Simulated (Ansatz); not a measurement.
Rock-salt NaH, treated with LC-ωPBE (Ansatz, a quantum-chemistry and plane-wave program, plane waves, PAW).

Numerical settings: plane-wave cutoff 460 eV, 10×10×10 k mesh, Fermi–Dirac smearing 0.01 eV, scalar-relativistic PAW data made under PBE.

Computed at the level's own relaxed cell.

```
CELL_PARAMETERS angstrom
      0.00000     2.40292     2.40292
      2.40292     0.00000     2.40292
      2.40292     2.40292     0.00000
ATOMIC_POSITIONS crystal
  Na 0.00000 0.00000 0.00000
  H  0.50000 0.50000 0.50000
```

Question: List the 5 lowest band energies at Γ above −25 eV (eV, relative to the valence band maximum), grouping those that round alike.

Answer: At Γ: -24.09 (×3), -5.05, 18.21.

Note: the run warned that its exchange threshold was loose for the stress.
